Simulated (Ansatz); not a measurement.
WS2 (P6_3/mmc), r2SCAN+D4 with spin-orbit coupling, rigid bands in Ansatz (an electronic-structure program): N_v = 1.42e19 cm⁻³ at 300 K and a hole conductivity mass of 0.645 mₑ along x (a = (3.17, 0.00, 0.00) Å; b = (-1.59, 2.75, 0.00) Å; c = (0.00, 0.00, 12.55) Å).

Question: For 1e17 holes per cm³ at 300 K, place the Fermi level, estimate the Seebeck coefficient of a parabolic band with constant τ, and give mobility and conductivity for τ = 50 fs.

Answer: The level lies k_BT ln(N_v/p) = 0.128 eV above the valence-band maximum. S ≈ +(k_B/e)[ln(N_v/p) + 5/2] = 642 μV/K, against 640 μV/K from the full bands (mean over directions). μ = eτ/m = 136 cm²/(V·s) and σ = peμ = 2.18 S/cm. τ is assumed, not computed.

Band transport and this doping are assumed; polarons and phonon drag are left out. Geometry: cell and atoms relaxed with r2SCAN+D4.
